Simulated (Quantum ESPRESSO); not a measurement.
Quantum ESPRESSO run on HfAl₅Ni₂ (I4/mmm, 8 atoms in the cell): self-consistent single point.

Method: PBEsol, PSlibrary PAW (PBE) pseudopotentials (plane waves; Quantum ESPRESSO 7.5).

```
HfAl5Ni2
1.0
   -1.99008     1.99008     7.19928
    1.99008    -1.99008     7.19928
    1.99008     1.99008    -7.19928
Hf Al Ni
1 5 2
Direct
  0.00000   0.00000   0.00000
  0.64739   0.14739   0.50000
  0.35261   0.85261   0.50000
  0.14739   0.64739   0.50000
  0.85261   0.35261   0.50000
  0.50000   0.50000   0.00000
  0.24008   0.24008   0.00000
  0.75992   0.75992   0.00000
```

Reference input (self-consistent single point, DFT, LDA (PZ), plane waves, PSlibrary PAW (LDA) pseudopotentials): ecutwfc = 55 Ry; ecutrho = 330 Ry; occupations = smearing; smearing = fd; degauss = 0.0073499 Ry; K_POINTS = automatic 7 7 7 0 0 0; conv_thr = 1e-10 Ry; mixing_beta = 0.3. This run's input differs from it in these lines:

```diff
@@ -17,2 +17,3 @@
    degauss = 0.0073499
+   input_dft = 'pbesol'
 /
@@ -23,5 +24,5 @@
 ATOMIC_SPECIES
-Hf   178.4900  Hf.pz-spn-kjpaw_psl.1.0.0.UPF
-Al    26.9815  Al.pz-n-kjpaw_psl.1.0.0.UPF
-Ni    58.6934  Ni.pz-n-kjpaw_psl.1.0.0.UPF
+Hf   178.4900  Hf.pbe-spn-kjpaw_psl.1.0.0.UPF
+Al    26.9815  Al.pbe-n-kjpaw_psl.1.0.0.UPF
+Ni    58.6934  Ni.pbe-n-kjpaw_psl.1.0.0.UPF
 ATOMIC_POSITIONS {alat}
```

Output, abridged:

```
     Self-consistent Calculation

     iteration #  1     ecut=    55.00 Ry     beta= 0.30

     total energy              =   -1245.99906056 Ry
     estimated scf accuracy    <       1.47693005 Ry

     iteration #  2     ecut=    55.00 Ry     beta= 0.30

     total energy              =   -1244.89578309 Ry
     estimated scf accuracy    <      26.71106979 Ry

     iteration #  3     ecut=    55.00 Ry     beta= 0.30

     total energy              =   -1246.60014917 Ry
     estimated scf accuracy    <       0.09491141 Ry

   [... 12 blocks of this kind left out ...]

     iteration # 16     ecut=    55.00 Ry     beta= 0.30

     total energy              =   -1246.60956046 Ry
     estimated scf accuracy    <          2.5E-10 Ry

     iteration # 17     ecut=    55.00 Ry     beta= 0.30
     End of self-consistent calculation

     the Fermi energy is    11.2152 ev

!    total energy              =   -1246.60956046 Ry
     estimated scf accuracy    <          1.9E-11 Ry
     smearing contrib. (-TS)   =      -0.00572105 Ry
     internal energy E=F+TS    =   -1246.60383941 Ry

     convergence has been achieved in  17 iterations

     Forces acting on atoms (cartesian axes, Ry/au):

     atom    1 type  1   force =     0.00000000    0.00000000    0.00000000
     atom    2 type  2   force =     0.00000000    0.00000000   -0.00115996
     atom    3 type  2   force =     0.00000000    0.00000000    0.00115996
     atom    4 type  2   force =     0.00000000    0.00000000   -0.00115996
     atom    5 type  2   force =     0.00000000    0.00000000    0.00115996
   [... lines left out ...]

     Total force =     0.002815     Total SCF correction =     0.000004

          total   stress  (Ry/bohr**3)                   (kbar)     P=       -1.89
  -0.00001728   0.00000000   0.00000000           -2.54        0.00        0.00
   0.00000000  -0.00001728   0.00000000            0.00       -2.54        0.00
   0.00000000  -0.00000000  -0.00000399            0.00       -0.00       -0.59

   JOB DONE.
```

The run converged in 17 iterations. Against the reference run the pressure goes from -4.33 to -0.19 GPa and the largest force goes from 0.099 to 0.030 eV/Å.

The starting cell comes from a database of computed structures (which also holds hypothetical and non-ambient phases and stackings), without a prior relaxation at this level. Spin polarisation is off.

Cost on one core of a shared machine: roughly 6 min.
